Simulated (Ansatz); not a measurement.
The starting structures come from a database of crystals and need not be the phases stable at ambient conditions.

By PBEsol, the system below comes out a metal.

Here is the system:

```yaml
crystal:
  lattice:
    - [2.65853, 0.00000, 0.00000]
    - [-1.32926, 3.35362, 0.00000]
    - [1.32926, 0.00000, 3.35362]
  atoms:
    - { symbol: Si, position: [0.25000, 0.50000, 0.50000] }
    - { symbol: Si, position: [0.50000, 0.00000, 0.00000] }
```

Space group of this cell: I4_1/amd. The cell is taken as given; by PBEsol its mean pressure is 0.8 GPa.

The numbers are results of PBEsol (plane waves, PAW; Ansatz, a first-principles code), not measurements.

The current runs along the normal of the first two printed vectors; no spin-orbit coupling. Scaled by the factor s: both lengths across the current (ions clamped). The meshes follow the cell: 26×26×26 and 38×28 across at s = 0.98, 24×24×24 and 38×28 across at s = 1.00, 24×24×24 and 36×28 across at s = 1.02.

```csv
s,mean pressure (GPa),ballistic conductance per area (both spins) (× 10¹⁵ S/m²)
0.98,5.8,1.29
1.00,0.8,1.20
1.02,-3.5,?
```

### Question
Take the slope of the ballistic conductance per area (both spins) against ln s from the two given rows, extrapolate to s = 1.02, and say what the run there gives.

### Answer
Slope = (1.29 − 1.20) / ln 0.98 = -4.45 × 10¹⁵ S/m². The line gives 1.20 + (-4.45) × ln 1.02 = 1.11 × 10¹⁵ S/m². The run gives 1.19 × 10¹⁵ S/m², 0.08 × 10¹⁵ S/m² over the line, 89 % of the predicted step.
